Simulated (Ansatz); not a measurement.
Base system: Ru in the hcp (Mg type) structure (space group P6_3/mmc, No. 194; a = 2.704 Å, c = 4.263 Å; relaxed with 0.1 eV smearing). Axes: x lies along a and z along c of the hexagonal cell.

Method: DFT with r2SCAN, PAW potentials and a 500 eV plane-wave cutoff in Ansatz (an electronic-structure program), no SOC.

Strains are applied to the cell and any free atomic positions relax.

One change was made to it. Results:

The energy increases by 19 meV/atom; the shortest interatomic distance falls by 0.043 Å to 2.599 Å; the pressure (mean of the normal stresses, compression positive) goes from zero to 9.8 GPa.

Question: What was done to the base?
A. uniaxial strain ε_zz = −3.00 %
B. uniaxial strain ε_zz = −2.50 %
C. uniaxial strain ε_zz = −0.50 %

Answer: B, uniaxial strain ε_zz = −2.50 %. For comparison, the energy relative to the base in the other runs: uniaxial strain ε_zz = −3.00 % gives +28 meV/atom; uniaxial strain ε_zz = −0.50 % gives +0.7 meV/atom.

No phonon test of stability was made. The final runs are not spin-polarised.
